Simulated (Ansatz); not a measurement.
BAs (model structure, started from the BN type, Pm-3n, No. 223, 12 atoms in the cell), treated with PBEsol in Ansatz (PAW).

Run with plane-wave cutoff 520 eV, 6×6×6 k mesh, Fermi–Dirac smearing 0.01 eV, scalar-relativistic PAW data made under PBE.

Cell (relaxed at this level):

```cif
data_As6B6
_chemical_formula_sum 'B6 As6'
_space_group_name_H-M_alt 'Pm-3n'
_space_group_IT_number 223
_space_group_name_Hall '-P 4n 2 3'
_cell_length_a 5.87426
_cell_length_b 5.87426
_cell_length_c 5.87426
_cell_angle_alpha 90.000
_cell_angle_beta 90.000
_cell_angle_gamma 90.000
loop_
_atom_site_label
_atom_site_type_symbol
_atom_site_symmetry_multiplicity
_atom_site_Wyckoff_symbol
_atom_site_fract_x
_atom_site_fract_y
_atom_site_fract_z
_atom_site_occupancy
B1 B 6 c 0.00000 0.50000 0.25000 1
As1 As 6 d 0.00000 0.25000 0.50000 1
```

Task: Predict the band gap, smallest direct gap on the k points sampled and direct gap at Γ.

Result: 
* **band gap**: 0.49 eV (indirect)
* **smallest direct gap on the k points sampled**: 0.87 eV
* **direct gap at Γ**: 1.00 eV

Note: the relaxation could raise the start's symmetry but not lower it, so the cell can be a saddle point.

Spin–orbit coupling is not included.

Static lattice: no zero-point or thermal effects.

A model structure was made by putting elements into a prototype or built by hand; it is no filed structure, need not be a known phase, and can be a saddle point held by its symmetry.

Ansatz is an electronic-structure program.
